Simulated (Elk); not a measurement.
Elk 10.2.4, DFT, PBE, spin-polarised, all-electron FP-LAPW, Elk's shipped species files: a generated cell (prototype structure at a guessed volume, not a measured phase) of NdSb (space group P6_3mc), 4 atoms, spin-polarised from a ferromagnetic start. Basis and mesh were picked for this test and aren't claimed converged.

```yaml
cell: 5.08, 5.08, 8.32 Å; 90, 90, 120°
task: ground state
xctype: 20
spinpol: true
reducebf: 0.5
swidth: 0.004 Hartree
k mesh (ngridk): 6×6×4
maxscl: 100
rgkmax: 7 (default)
empty states an atom (nempty): 4 (default)
epspot (Hartree): 1e-06 (default)
epsengy (Hartree): 0.0001 (default)
k-points after symmetry (for each spin): 28
largest_matrix_size: 462
valence_states: 90
```

Settings of this run: mixtype = 0, beta0 = 0.1, tefvit = false; 4 threads, 1 BLAS thread.

| loop | total energy (Hartree) | RMS change in potential |
|---|---|---|
| 1 | -32026.0097696 | - |
| 2 | -32464.6111904 | 1.713339380 |
| 3 | -32023.2551736 | 1.790047261 |
| 4 | -32460.9687946 | 1.562001204 |
| 5 | -32026.8510709 | 1.628825161 |
| 6 | -32445.4521912 | 1.396495818 |
| 7 | -32052.3213066 | 1.393619416 |
| 8 | -32368.2042248 | 0.9636491807 |
| 9 | -32171.6088625 | 0.7622498714 |
| 10 | -32212.8045196 | 0.5669780558 |
| 11 | -32253.5626996 | 0.4792524760 |
| 12 | -32220.4067257 | 0.4464453573 |
| 13 | -32254.8592600 | 0.3961322331 |
| 14 | -32215.1701558 | 0.3745765439 |
| … | … | … |
| 51 | -32228.1814666 | 0.7112682442E-02 |
| 52 | -32227.6082091 | 0.6718844321E-02 |
| 53 | -32228.0762690 | 0.5734258555E-02 |
| 54 | -32227.6638982 | 0.5405303007E-02 |
| 55 | -32227.9980853 | 0.4631174147E-02 |
| 56 | -32227.7015240 | 0.4359005102E-02 |
| 57 | -32227.9398520 | 0.3747402283E-02 |
| 58 | -32227.7262342 | 0.3524796234E-02 |
| … | … | … |
| 93 | -32227.7758724 | 0.4429667430E-03 |
| 94 | -32227.7767823 | 0.4325552137E-03 |
| 95 | -32227.7783468 | 0.4204643368E-03 |
| 96 | -32227.7816286 | 0.4039565277E-03 |
| 97 | -32227.7819743 | 0.3952682881E-03 |
| 98 | -32227.7850177 | 0.3797644324E-03 |
| 99 | -32227.7855662 | 0.3708272013E-03 |
| 100 | -32227.7875428 | - |

The run ended without self-consistency in 100 loops.

Which change of settings makes this cycle converge?

One answer among several that fit: mixtype = 3 (default), beta0 = not set, mixsdb = 20, broydpm = [0.4, 0.15] (default) (39 self-consistent loops), all else kept. The other changes of this size gave: mixtype = 3 (default), beta0 = not set, mixsdb = 8, broydpm = [0.4, 0.15] (default) (52); mixtype = 3 (default), beta0 = not set, mixsdb = 12, broydpm = [0.4, 0.15] (default) (55); mixtype = 3 (default), beta0 = not set, mixsdb = 5 (default), broydpm = [0.4, 0.15] (default) (65); mixtype = 3 (default), beta0 = not set, mixsdb = 5 (default), broydpm = [0.4, 0.01] (72); mixtype = 3 (default), beta0 = not set, mixsdb = 2, broydpm = [0.4, 0.15] (default) (not converged); mixtype = 3 (default), beta0 = not set, mixsdb = 5 (default), broydpm = [0.05, 0.15] (not converged). Counts are of single runs.
